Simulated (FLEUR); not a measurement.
Worked example: self-consistent single point of Mn₂SeS (R-3m, 4 atoms in the cell) in FLEUR.

Level of theory: FLEUR with LDA (Perdew-Zunger), all-electron FLAPW (FLEUR), scalar-relativistic valence.

```
CELL_PARAMETERS angstrom
      1.72148     0.99390     5.50942
     -1.72148     0.99390     5.50942
      0.00000    -1.98779     5.50942
ATOMIC_POSITIONS crystal
  Mn 0.22189 0.22189 0.22189
  Mn 0.77811 0.77811 0.77811
  Se 0.00000 0.00000 0.00000
  S  0.50000 0.50000 0.50000
```
Moments meant for the start (each program seeds them in its own way; μB, in the order of the atoms Mn Mn Se S): 4.0 4.0 0.0 0.0.

Reference input (self-consistent single point, DFT, PBEsol, all-electron FLAPW (FLEUR), scalar-relativistic valence): Kmax = 4.3 1/bohr; GmaxXC = 12.9 1/bohr; xcFunctional = PBEs; jspins = 2; l_soc = F; mode = hist; fermiSmearingEnergy = 0.00367493 Htr; mesh (inpgen div1-3) = 6 6 6; inpgen gamma flag = true; Gmax = 12.9 1/bohr; numbands = 0; maxIterBroyd = 25. This run's input differs from it in these lines:

```diff
@@ -16,3 +16,3 @@
 &comp jspins=2 /
-&exco xctyp='PBEs' /
+&exco xctyp='pz' /
 &kpt div1=6 div2=6 div3=6 gamma=t /
@@ -29,3 +29,3 @@
       <coreElectrons ctail="T" frcor="F" kcrel="0" coretail_lmax="0"/>
-      <xcFunctional name="PBEs" relativisticCorrections="F"/>
+      <xcFunctional name="pz" relativisticCorrections="F"/>
       <magnetism jspins="2"/>
```

Log, with long lists cut:

```
 Iteration:     1   Distance:      21.63604870 me/bohr^3
 Iteration:     2   Distance:      19.55999892 me/bohr^3
 Iteration:     3   Distance:      17.01594687 me/bohr^3
 Iteration:     4   Distance:      12.32513431 me/bohr^3
 Iteration:     5   Distance:      10.01179453 me/bohr^3
   [... 28 lines left out ...]
 Iteration:    34   Distance:       0.00009605 me/bohr^3
 Iteration:    35   Distance:       0.00004063 me/bohr^3
 Iteration:    36   Distance:       0.00002219 me/bohr^3
 Iteration:    37   Distance:       0.00000742 me/bohr^3
 Reset of history
 Run finished successfully
 Stop message:
   Structural relaxation: new displacements generated

[file out, last iteration]
             iter=     38
[...]
          total density-effective poten   -8.1827919841E+03
          total charge density-energy d   -2.0971321796E+02
 Updated energy parameters for spin:           1
 Updated energy parameters for spin:           2
[...]
 fermi energy and band-weighting factors:

[...]
FERMIE:
          first approx. to ef    (T=0)  :   0.381028 htr   (energy of the highest occ. eigenvalue)
          number of occ. states  (T=0)  :       1655
          first approx. to seigv (T=0)  : -35.156203 htr
          sum of weights of occ. states :  52.000000
          sum of semicore charge        :   0.000000 e
FERHIS:  Fermi-Energy by histogram:
          bandgap                     :   0.000389 htr
   [... lines left out ...]
          charge neutrality (T=0)     :   0.000000    (zero if the highest occ. eigenvalue is "entirely" occupied)
     EF_NEWTON:  Adjust Fermi-Energy by Newton-Method.
 Direct bandgap for spin            1 :    7.0718301290627616E-003  Htr
 Direct bandgap for spin            2 :    5.4659125164883693E-003  Htr
 ---->    free energy=                     -5138.1977238728 htr
   [... lines left out ...]
 TOTAL FORCE FOR ATOM TYPE=  1  X=  0.000   Y=  0.000   Z=  6.930
                       FX_TOT= 0.000000 FY_TOT= 0.000000 FZ_TOT=-0.004560
 TOTAL FORCE FOR ATOM TYPE=  2  X=  0.000   Y=  0.000   Z=  0.000
                       FX_TOT= 0.000000 FY_TOT= 0.000000 FZ_TOT= 0.000000
 TOTAL FORCE FOR ATOM TYPE=  3  X=  0.000   Y=  0.000   Z= 15.617
                       FX_TOT= 0.000000 FY_TOT= 0.000000 FZ_TOT= 0.000000
```

The run converged in 37 iterations. FLEUR gives forces in its relaxation mode, with a further iteration, so its stop message speaks of a relaxation. Against the reference run the size of the net moment goes from 0.89 to 0.63 μB/atom.

The starting cell comes from a database of computed structures (which also holds hypothetical and non-ambient phases and stackings), without a prior relaxation at this level. The magnetic order is the one reached from the typed start; others were not searched systematically. Values depend on the basis (sphere radii, cutoffs, local orbitals), which need not be converged. The log's line on a gap gives a spacing of levels on this mesh, which the program prints for metals too.

Cost on one core of a shared machine: roughly 6 min.
